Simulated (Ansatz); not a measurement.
A computed series for hypothetical diamond Se: pressure series

Consider Se in the diamond structure (space group Fd-3m, No. 227; a hypothetical phase, not in the database extracts checked).

```yaml
crystal:
  lattice:
    - [0.00000, 3.11137, 3.11137]
    - [3.11137, 0.00000, 3.11137]
    - [3.11137, 3.11137, 0.00000]
  atoms:
    - { symbol: Se, position: [0.25000, 0.25000, 0.25000] }
    - { symbol: Se, position: [0.00000, 0.00000, 0.00000] }
```

Cell and atoms are relaxed at each pressure.

The values are results of PBEsol in Ansatz (plane waves to 420 eV, PAW, no spin-orbit coupling), not measurements.

```csv
P (GPa),V (Å³/atom)
-2.01,31.695
-1.01,30.859
0.30,29.918
0.70,29.658
1.49,29.175
3.00,28.353
5.00,27.415
7.50,26.418
10.00,25.563
```

Task: Fit a third-order Birch–Murnaghan equation of state.

Result: Least squares on P(V) = (3B₀/2)[(V₀/V)^(7/3) − (V₀/V)^(5/3)]·[1 + (3/4)(B₀′ − 4)((V₀/V)^(2/3) − 1)] gives V₀ = 30.12 Å³/atom, B₀ = 44 GPa and B₀′ = 4.0.

Load acts through the strain it causes; cell and atoms are relaxed under it. No phonon test of stability was made. Competing high-pressure phases were not computed.

Ansatz is a first-principles code.
